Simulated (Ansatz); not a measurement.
Troubleshooting Ansatz (a first-principles code): a failed run on BeRe (Pm-3m, 2 atoms in the cell). The aim is a self-consistent single point with DFT, PBE, plane waves, default PAW files.

Input as run:

Ansatz 0.2 input:
```yaml
crystal:
  lattice:
    - [2.86088600, 0.00000000, 0.00000000]
    - [0.00000000, 2.86088600, 0.00000000]
    - [0.00000000, 0.00000000, 2.86088600]
  atoms:
    - { symbol: Be, position: [0.00000000, 0.00000000, 0.00000000] }
    - { symbol: Re, position: [0.50000000, 0.50000000, 0.50000000] }
basis:
  ecutwfc: 30
kpoints:
  mp_grid:
    grid: [8, 8, 8]
hamiltonian:
  xc: pbe
  pseudopotentials:
    kind: paw
scf:
  occupations:
    method: fermi_dirac
    width: 0.0073 Ry
output:
  forces: true
  eigenvalues: true
  stress: true
```

Output (repeated stretches shortened):

```
Error: inconsistent input (basis.ecutwfc, kpoints): the smallest per-k basis holds n_pw = 7 plane waves (k-point 0, counted from 0 among those solved) but the deck needs at least 10 band(s) per channel, and no run solves more bands than the smallest per-k basis has plane waves; raise basis.ecutwfc until the smallest per-k basis, which caps the automatic band count, holds at least 10 plane waves
```

Q: From the messages shown, name the fault and mend the input.

A: The fault is this: a cutoff meant in Ry typed as a bare number, read as eV; here the program stops on it instead of giving results. To fix it, convert the value to the unit that the key expects. The program stopped before any SCF iteration.

The sound input it was made from differs as follows (other fixes are possible):
```diff
-  ecutwfc: 30
+  ecutwfc: 30.9 Ry
```

With that input, the run converged in 6 iterations: free energy E − TS (on the zero of these files) -10960.5656 eV; Fermi level (on the code's own zero) 17.45 eV; pressure -7.18 GPa (DFT, PBE, plane waves, default PAW files).

On the sound input: the starting cell was generated: these elements placed on a structure prototype, without a prior relaxation; it need not be a known phase or ordering of this composition. Its lattice was rescaled by a random factor within 2.5 % of one. Spin polarisation is off. With a pressure of about -7 GPa the cell is away from its equilibrium volume at this level. Ansatz's pressure includes its estimate of the finite-basis (Pulay) stress.
